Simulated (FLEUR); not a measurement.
Worked example: self-consistent single point of Tc (Fm-3m, 1 atom in the cell) in FLEUR.

Method: PBEsol, all-electron FLAPW (FLEUR), scalar-relativistic valence.

```yaml
crystal:
  lattice:
    - [0.00000, 1.92773, 1.92773]
    - [1.92773, 0.00000, 1.92773]
    - [1.92773, 1.92773, 0.00000]
  atoms:
    - { symbol: Tc, position: [0.00000, 0.00000, 0.00000] }
```

Reference input (self-consistent single point, DFT, LDA (Perdew-Zunger), all-electron FLAPW (FLEUR), scalar-relativistic valence): Kmax = 4.2 1/bohr; GmaxXC = 16.8 1/bohr; xcFunctional = pz; jspins = 1; l_soc = F; mode = hist; fermiSmearingEnergy = 0.00367493 Htr; mesh (inpgen div1-3) = 15 15 15; inpgen gamma flag = false; Gmax = 16.8 1/bohr; numbands = 0; maxIterBroyd = 25. This run's input differs from it in these lines:

```diff
@@ -13,3 +13,3 @@
 &comp jspins=1 /
-&exco xctyp='pz' /
+&exco xctyp='PBEs' /
 &kpt div1=15 div2=15 div3=15 /
@@ -26,3 +26,3 @@
       <coreElectrons ctail="T" frcor="F" kcrel="0" coretail_lmax="0"/>
-      <xcFunctional name="pz" relativisticCorrections="F"/>
+      <xcFunctional name="PBEs" relativisticCorrections="F"/>
       <magnetism jspins="1"/>
```

Output (repeated stretches shortened):

```
 Iteration:     1   Distance:       9.54793180 me/bohr^3
 Iteration:     2   Distance:       8.58166092 me/bohr^3
 Iteration:     3   Distance:       3.04000878 me/bohr^3
 Iteration:     4   Distance:       1.10435918 me/bohr^3
 Iteration:     5   Distance:       0.84384387 me/bohr^3
   [... 4 lines left out ...]
 Iteration:    10   Distance:       0.00030557 me/bohr^3
 Iteration:    11   Distance:       0.00004973 me/bohr^3
 Iteration:    12   Distance:       0.00003577 me/bohr^3
 Iteration:    13   Distance:       0.00000155 me/bohr^3
 Run finished successfully
 Stop message:
   Structural relaxation: Done

[file out, last iteration]
             iter=     14
[...]
          total density-effective poten   -6.9907470765E+03
          total charge density-energy d   -1.2658255447E+02
 Updated energy parameters for spin:           1
[...]
 fermi energy and band-weighting factors:

[...]
FERMIE:
          first approx. to ef    (T=0)  :   0.601557 htr   (energy of the highest occ. eigenvalue)
          number of occ. states  (T=0)  :        900
          first approx. to seigv (T=0)  :  -5.149621 htr
          sum of weights of occ. states :   7.501037
          sum of semicore charge        :   0.000000 e
FERHIS:  Fermi-Energy by histogram:
          bandgap                     :   0.000203 htr
   [... lines left out ...]
          charge neutrality (T=0)     :   0.002074    (zero if the highest occ. eigenvalue is "entirely" occupied)
     EF_NEWTON:  Adjust Fermi-Energy by Newton-Method.
 Direct bandgap for spin            1 :    1.8352903506688723E-002  Htr
   [... lines left out ...]
 ---->    (input%tkb*entropy) TS=              0.0012021905 htr
 ---->    free energy=                     -4284.4501865384 htr
      extrapolation for T->0
 ---->    total electron energy=           -4284.4495854431 htr
 ***** TOTAL FORCES ON ATOMS *****
 TOTAL FORCE FOR ATOM TYPE=  1  X=  0.000   Y=  0.000   Z=  0.000
                       FX_TOT= 0.000000 FY_TOT= 0.000000 FZ_TOT= 0.000000
 Structural relaxation: Done
```

The run converged in 13 iterations. FLEUR gives forces in its relaxation mode, with a further iteration, so its stop message speaks of a relaxation. 

The starting cell comes from a database of computed structures (which also holds hypothetical and non-ambient phases and stackings), without a prior relaxation at this level. Spin polarisation is off. Values depend on the basis (sphere radii, cutoffs, local orbitals), which need not be converged. The log's line on a gap gives a spacing of levels on this mesh, which the program prints for metals too.

Cost on one core of a shared machine: roughly 40 s.
